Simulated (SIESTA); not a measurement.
Band structure of LiCuAuO2 (Cm, 5 atoms in the cell).

```xyz
5
Lattice="2.8352 -1.6559 0.0000 2.8352 1.6559 0.0000 -2.0378 0.0000 7.2876" Properties=species:S:1:pos:R:3 pbc="T T T"
Li     1.7249     0.0000     5.4750
Cu     1.8828     0.0000     2.6332
Au    -0.0132     0.0000     0.3768
O      3.6275     0.0000     5.6735
O     -0.0195     0.0000     2.5421
```

Method: SIESTA 5.4.2 with LDA PW92, numerical atomic orbitals DZP, PseudoDojo LDA standard norm-conserving potentials (rewritten from UPF to PSML).

Settings: XC.functional = LDA; XC.authors = PW92; potentials = PseudoDojo LDA standard; PAO.BasisSize = DZP; PAO.EnergyShift = 0.005 Ry; MeshCutoff = 300 Ry; kgrid.MonkhorstPack = 9 9 4; OccupationFunction = MP; OccupationMPOrder = 0; ElectronicTemperature = 1160.45 K; PAO.Polarization.NonPerturbative = true; MaxSCFIterations = 150; SCF.Mixer.Method = Broyden; SCF.Mixer.Weight = 0.25.

The starting cell comes from a database of computed structures (which also holds hypothetical and non-ambient phases and stackings), without a prior relaxation at this level. Spin-orbit coupling is off. Spin polarisation is off; with an odd number of electrons in the cell that forces a metal, and a magnetic state may lie lower. Values carry the incompleteness of an atom-centred basis.

Levels in eV from the Fermi level, bands 23 to 28:
```csv
point,23,24,25,26,27,28
Γ,-1.77,-0.08,-0.05,0.71,0.76,1.06
Y,-1.14,-1.12,-0.85,-0.32,0.05,2.81
F,-1.13,-1.11,-0.81,-0.33,0.05,2.74
L,-1.11,-1.09,-0.63,-0.36,0.07,2.53
I,-1.61,-0.93,-0.84,-0.37,0.07,4.75
I1,-1.61,-0.93,-0.84,-0.37,0.07,4.75
Z,-1.70,-0.06,-0.02,0.71,0.75,1.97
F1,-1.13,-1.11,-0.81,-0.33,0.05,2.74
X1,-1.59,-0.94,-0.88,-0.37,0.09,4.89
X,-1.59,-0.94,-0.88,-0.37,0.09,4.89
N,-1.13,-1.06,-0.63,-0.32,0.05,2.50
M,-1.12,-1.06,-0.85,-0.29,0.00,2.75
```

Bands cross the Fermi level along this path, so the cell is metallic at this level.

Higher empty bands are left out: an atom-centred basis made for the valence describes them poorly.
